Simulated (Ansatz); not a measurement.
# What isotropic strain −2.50 % does to GaP

Base system: GaP in the zinc blende structure (space group F-43m, No. 216; a = 5.506 Å).

Now apply this change: the cell is scaled by 0.9750 in all directions; the atoms relax in the strained cell.

The values are results of PBE (Ansatz, a program for electronic structure), spin-orbit coupling left out, not measurements. Settings: 10×10×10 k-points, 0.05 eV Fermi–Dirac smearing.

* **Volume per atom**: 19.34 Å³ (base 20.86 Å³)
* **Space group**: F-43m (No. 216) (base F-43m (No. 216))
* **Shortest interatomic distance**: 2.325 Å (base 2.384 Å)
* **Energy relative to the base (free energy F)**: +31 meV/atom
* **Band gap**: 1.51 eV (base 1.58 eV)
* **Gap character**: indirect, Γ → Γ–X (87 % along) (base direct at Γ)
* **Smallest direct gap**: 2.21 eV (base 1.58 eV)
* **Width of the top valence band**: 3.65 eV (base 3.28 eV)
* **Electron mass**: 1.2 mₑ along k, 0.23 mₑ across (off the special points) (base 0.10 mₑ (at Γ))
* **Hole mass (degenerate bands, along [100])**: 0.13, 0.36, 0.36 mₑ (at Γ) (base 0.098, 0.40, 0.40 mₑ (at Γ))
* **Valley order (the lowest conduction-band minima on the path, energy above the VBM, named in the base's zone)**: a point along ⟨100⟩, about 1.0 Å⁻¹ from Γ 1.51 eV; L along ⟨111⟩ 1.81 eV; Γ 2.21 eV (base Γ 1.58 eV; L along ⟨111⟩ 1.58 eV; a point along ⟨100⟩, about 1.0 Å⁻¹ from Γ 1.64 eV)

Effective masses come from finite differences of ±0.01 Å⁻¹. Along k means along the line from Γ to the band edge. Stability against distortions was not tested. The real GaP has an indirect gap at ambient pressure; PBE orders its close-lying valleys differently.
